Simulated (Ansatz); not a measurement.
L1₂ (Cu3Au-type) Ni₃Al, treated with B3LYP (VWN-RPA form) (PAW; Ansatz, an electronic-structure program).

Run with plane-wave cutoff 460 eV, 8×8×8 k mesh, Fermi–Dirac smearing 0.05 eV, spin-polarised with parallel moments, scalar-relativistic PAW data made under PBE.

Cell (relaxed at this level):

```
CELL_PARAMETERS angstrom
      3.57897     0.00000     0.00000
      0.00000     3.57897     0.00000
      0.00000     0.00000     3.57897
ATOMIC_POSITIONS crystal
  Al 0.00000 0.00000 0.00000
  Ni 0.00000 0.50000 0.50000
  Ni 0.50000 0.00000 0.50000
  Ni 0.50000 0.50000 0.00000
```
Starting moments (μB, in the order of the record's atoms Al Ni Ni Ni): 0.0 0.5 0.5 0.5.

Task: Estimate the bulk modulus and pressure derivative B′ of the bulk modulus that the calculation returns.

Result: 
* **bulk modulus**: 163 GPa
* **pressure derivative B′ of the bulk modulus**: 5.3

Measured, for comparison: bulk modulus 174 GPa (temperature not stated, no zero-point or thermal correction; as tabulated in Zarkevich et al. (2023), arXiv:2304.06869). Computed (rounded) less measured: bulk modulus -6 %.

Computed values are for the static lattice.
